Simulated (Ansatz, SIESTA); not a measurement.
A SIESTA input for a relaxation of cell and atoms of Bi (R-3m, 2 atoms in the cell) (DFT, GGA PBE, numerical atomic orbitals DZP, PseudoDojo PBE standard norm-conserving potentials (rewritten from UPF to PSML)):

```
# files in the folder: Bi.psml (PseudoDojo PBE standard)
SystemName  Bi
SystemLabel siesta

NumberOfAtoms                2
NumberOfSpecies              1
%block ChemicalSpeciesLabel
  1 83 Bi
%endblock ChemicalSpeciesLabel
LatticeConstant              4.816318 Ang
%block LatticeVectors
     0.877653220   -0.479296010    0.000000000
     0.877653220    0.479296010    0.000000000
     0.615904307    0.000000000    0.787820904
%endblock LatticeVectors
AtomicCoordinatesFormat      Ang
%block AtomicCoordinatesAndAtomicSpecies
     2.672398170    0.000000000    0.887888664  1
     8.748106830    0.000000000    2.906507336  1
%endblock AtomicCoordinatesAndAtomicSpecies

XC.functional                GGA
XC.authors                   PBE
PAO.BasisSize                DZP
PAO.EnergyShift              0.01 Ry
MeshCutoff                   350 Ry
%block kgrid.MonkhorstPack
    9   0   0  0.0
    0   9   0  0.0
    0   0   9  0.0
%endblock kgrid.MonkhorstPack
OccupationFunction           MP
OccupationMPOrder            0
ElectronicTemperature        3156.43 K

MaxSCFIterations             150
SCF.Mixer.Method             Broyden
SCF.Mixer.Weight             0.1
SCF.Mixer.History            6
SCF.DM.Tolerance             1.0E-05
Diag.ParallelOverK           true
MD.TypeOfRun                 CG
MD.Steps                     40
MD.MaxForceTol               0.02 eV/Ang
MD.VariableCell              true
MD.MaxStressTol              0.05 GPa
WriteForces                  true
```

### Question
Write the same calculation as an input for Ansatz (a quantum-chemistry and plane-wave program).

### Answer
One input that does it (others would too):

Ansatz 0.2 input:
```yaml
crystal:
  lattice:
    - [4.227057, -2.308442, 0.000000]
    - [4.227057, 2.308442, 0.000000]
    - [2.966391, 0.000000, 3.794396]
  atoms:
    - { symbol: Bi, position: [0.234000, 0.234000, 0.234000] }
    - { symbol: Bi, position: [0.766000, 0.766000, 0.766000] }
basis:
  ecutwfc: 30.9 Ry
kpoints:
  mp_grid: { grid: [9, 9, 9] }
hamiltonian:
  xc: pbe
  pseudopotentials: { kind: paw }
scf:
  occupations: { method: gaussian, width: 0.02 Ry }
relax:
  cell: {}
output:
  forces: true
  eigenvalues: true
  stress: true
```

Basis settings and potentials, where a program has them, do not carry over. This input uses DFT, PBE, plane waves, default PAW files. The width in Ry is rounded to four decimals.

The starting cell has typed, rounded lattice constants, without a prior relaxation at this level. Its lattice was rescaled by a random factor within 2.5 % of one.
